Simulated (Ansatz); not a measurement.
# Short convergence ladders for VW (Cmmm, 2 atoms in the cell)

```
VW
1.0
    1.55277    -2.23052     0.00000
    1.55277     2.23052     0.00000
    0.00000     0.00000     4.29276
V W
1 1
Direct
  0.00000   0.00000   0.00000
  0.50000   0.50000   0.50000
```

Base method: LDA (PW92), default PAW files made with PBE (plane waves; Ansatz, a quantum-chemistry and plane-wave program).

Base settings: basis.ecutwfc = 420 eV; kpoints.mp_grid.grid = 13 13 8; hamiltonian.xc = lda; hamiltonian.pseudopotentials = {kind: paw} (the program's default PAW files); scf.occupations.method = gaussian; scf.occupations.width = 0.1 eV.

Core times come from one kind of shared machine, to one figure; runs under 30 s give none.

**Zone-centre phonons against the cutoff**

In this ladder: phonons.method = dfpt.

The mesh stays at the base's, so the ladder's end is converged at best in this setting alone.

Frequencies are those of the unrelaxed cell, without the LO-TO term of polar crystals.

Only quantities that move along the ladder and can be compared are tabulated.

| basis.ecutwfc | highest zone-centre frequency (cm⁻¹) | core time / last (rough) |
|---|---|---|
| 210 eV | 231.4 | 0.3 |
| 250 eV | 259.8 | 0.5 |
| 295 eV | 252.9 | 0.6 |
| 355 eV | 252.0 | 0.8 |
| 420 eV | 251.8 | 0.8 |
| 505 eV | 251.8 | 1 |
| 630 eV | 251.8 | 1 |

Coarsest basis.ecutwfc that holds the highest zone-centre frequency within 5 cm⁻¹ of the last step, with all finer ones: 295 eV; the step before is off by 8.0 cm⁻¹.

**The force threshold of a relaxation**

On VW (Cmm2, 2 atoms in the cell): one atom moved by 0.15 angstrom.

In this ladder: relax = atoms.

The mesh stays at the base's, so the ladder's end is converged at best in this setting alone.

Only quantities that move along the ladder and can be compared are tabulated.

```csv
relax.f_tol,free energy less the last step's (meV/atom),largest force left (eV/Å),relaxation steps
0.2 eV/Å,0.48,0.1336,3
0.1 eV/Å,0.00,0.0002,3
0.05 eV/Å,0.00,0.0003,3
0.03 eV/Å,0.00,0.0003,4
0.02 eV/Å,0.00,0.0004,4
0.01 eV/Å,0.00,0.0004,4
0.005 eV/Å,0.00,0.0004,4
0.002 eV/Å,0.00,0.0004,4
0.001 eV/Å,0.00,0.0004,4
```

Coarsest relax.f_tol that holds the largest force left within 0.02 eV/Å of the last step, with all finer ones: 0.1 eV/Å; the step before is off by 0.13 eV/Å.

Coarsest relax.f_tol that holds the free energy within 0.1 meV/atom of the last step, with all finer ones: 0.1 eV/Å; the step before is off by 0.48 meV/atom.

On the base run: the starting cell comes from a database of computed structures (which also holds hypothetical and non-ambient phases and stackings), without a prior relaxation at this level. Its lattice was rescaled by up to half a per cent. Spin polarisation is off. In the base run, with a pressure of about -14 GPa the cell is away from its equilibrium volume at this level.

Keys are those of Ansatz 0.2.
